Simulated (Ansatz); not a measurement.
# A computed series for BP: carrier doping

The parent structure is BP in the zinc blende structure (space group F-43m, No. 216; a = 4.5364 Å).

Carriers are added at fixed cell with a uniform background; the Fermi–Dirac width is that of 300 K.

Computed with Ansatz (a first-principles code) r2SCAN, without spin-orbit coupling, earlier PAW set.

Notes on the quantities. Fermi level from band edge: Fermi level relative to the doped band's edge (positive inside the band; to 0.05 eV).

| case | Fermi level from band edge | gap between the host's bands |
|---|---|---|
| undoped | – | 1.41 eV |
| electrons 7.0×10^20 cm⁻³ | +0.20 eV | 1.40 eV |
| electrons 1.5×10^21 cm⁻³ | +0.35 eV | 1.40 eV |
| electrons 2.0×10^21 cm⁻³ | +0.40 eV | 1.39 eV |
| electrons 5.0×10^21 cm⁻³ | +0.65 eV | 1.37 eV |
| holes 7.0×10^20 cm⁻³ | +0.25 eV | 1.42 eV |
| holes 1.5×10^21 cm⁻³ | +0.40 eV | 1.43 eV |
| holes 2.0×10^21 cm⁻³ | +0.45 eV | 1.44 eV |
| holes 5.0×10^21 cm⁻³ | +0.80 eV | 1.48 eV |

Carriers are added with a uniform compensating background; total energy and stress of such cells depend on the potential's zero and are not compared; many-body gap narrowing is missing at this level. No phonon test of stability was made.
